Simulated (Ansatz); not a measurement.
Base system: Te (space group P3_121, No. 152; a = 4.317 Å, c = 5.955 Å; made of chains).

The values are results of PBEsol, PAW, 420 eV (Ansatz, a quantum-chemistry and plane-wave program; scalar-relativistic without spin-orbit coupling), earlier PAW set, not measurements.

One change was made to it. Results:

The shortest interatomic distance goes up by 0.055 Å (2.908 Å → 2.963 Å); the density goes up by 2.75 g/cm³ (6.61 g/cm³ → 9.36 g/cm³).

### Question
Name the change that was made.
A. pressure 0.9 GPa
B. pressure −2 GPa
C. pressure 9 GPa
D. pressure 4.5 GPa
E. pressure 22.5 GPa

### Answer
E, pressure 22.5 GPa. For comparison, the shortest interatomic distance in the other runs: pressure −2 GPa gives 2.879 Å; pressure 0.9 GPa gives 2.912 Å; pressure 9 GPa gives 3.038 Å; pressure 4.5 GPa gives 2.921 Å.

From pressure 9 GPa on, the axis ratios lie over 15 % from the base's, so the cell there is far from its starting form. Load acts through the strain it causes; cell and atoms are relaxed under it. Stability against distortions was not tested. Competing high-pressure phases were not computed. Along this pressure series the structure jumps between pressure 4.5 GPa and pressure 9 GPa; cells beyond that are another form of it. No dispersion term is included in the PBEsol runs.
